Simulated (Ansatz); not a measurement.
## RbBr (Pm-3m, No. 221, 2 atoms in the cell; start mp-23303; a measured phase of this formula has another space group)

These are HSE06 (plane waves, PAW; Ansatz, a first-principles code) values and carry that method's errors.

Run with plane-wave cutoff 500 eV, 6×6×6 k mesh, gaussian smearing 0.02 eV, scalar-relativistic PAW data made under PBE.

Cell (relaxed at this level):

Space group Pm-3m (No. 221); a = 4.1631 Å, b = 4.1631 Å, c = 4.1631 Å, α = 90.00°, β = 90.00°, γ = 90.00°

```csv
atom,site,symmetry,x,y,z
Rb,1a,m-3m,0.0000,0.0000,0.0000
Br,1b,m-3m,0.5000,0.5000,0.5000
```

```
Item                           Result
--------  ---------------------------
band gap  5.17 eV (on the SCF k mesh)
```

Note: the relaxation could not lower the start's symmetry, so the cell can be a saddle point above a distorted one.

Spin–orbit coupling is not included.

Computed values are for the static lattice.

The result took around 6 core-minutes (rough).

A start named mp-… is a Materials Project structure, which need not be a measured phase.
